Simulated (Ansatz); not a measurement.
Structures of equal composition on the (110) surface of germanium: C on one of 2 atoms of the third shell, Cl on every dangling bond; C on one of 2 surface atoms, Cl on every dangling bond; C on one of 2 atoms under the surface, Cl on every dangling bond. The slabs share one bottom face, and each structure is named by its start. These are constructed structures in small cells; real faces may alloy, dewet or reconstruct in larger ones, and not all known structures of the face are among them. Slabs of about 16 Å with all that they carry, Fermi-Dirac smearing of 0.025 eV. Bottom of the slabs: built like the top, H on every dangling bond, free. Relaxed from the named starts with such symmetry as they have, on meshes of like density; energies extrapolated to zero smearing; no spin-orbit coupling, no U. Spin-polarised runs, if any, are marked in brackets, and their order is one that fits the cell; the others ran without spin. Where a second, spin-polarised start was run, the lower counts.

All values below come from PBE (plane waves to 420 eV, PAW; Ansatz, an electronic-structure program).

**Question.** Order them by energy per 1x1 cell (lowest first) at the level PBE.

**Answer.** C on one of 2 atoms under the surface, Cl on every dangling bond (0.000 eV (2 C–Ge bonds formed; like top atoms buckled by 0.7 Å), no gap over 0.04 eV on the mesh), C on one of 2 surface atoms, Cl on every dangling bond (0.242 eV (1 C–Ge bonds formed), a narrow gap of 0.10 eV by band count), C on one of 2 atoms of the third shell, Cl on every dangling bond (0.308 eV (1 C–Ge bonds formed; like top atoms buckled by 0.8 Å), no gap over 0.04 eV on the mesh)
